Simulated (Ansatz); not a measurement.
## As, pressure series

Take As in the A7 type structure (space group R-3m, No. 166; layered) as the base.

```
As
1.0
    1.87270     1.08120     3.25149
   -1.87270     1.08120     3.25149
    0.00000    -2.16240     3.25149
As
2
Direct
  0.23274   0.23274   0.23274
  0.76726   0.76726   0.76726
```

Cell and atoms are relaxed at each pressure.

Calculations: PBEsol-D3(BJ) (Ansatz, an electronic-structure program), without spin-orbit coupling.

| change | density | c/a ratio |
|---|---|---|
| base | 6.30 g/cm³ | 2.604 |
| pressure −2 GPa | 6.08 g/cm³ | 2.645 |
| pressure −1 GPa | 6.20 g/cm³ | 2.621 |
| pressure 0.3 GPa | 6.33 g/cm³ | 2.600 |
| pressure 0.7 GPa | 6.37 g/cm³ | 2.593 |
| pressure 1.5 GPa | 6.44 g/cm³ | 2.581 |
| pressure 3 GPa | 6.57 g/cm³ | 2.563 |
| pressure 5 GPa | 6.72 g/cm³ | 2.542 |
| pressure 7.5 GPa | 6.90 g/cm³ | 2.522 |
| pressure 10 GPa | 7.07 g/cm³ | 2.508 |

Load acts through the strain it causes; cell and atoms are relaxed under it. Whether these cells are dynamically stable was not tested. Competing high-pressure phases were not computed.
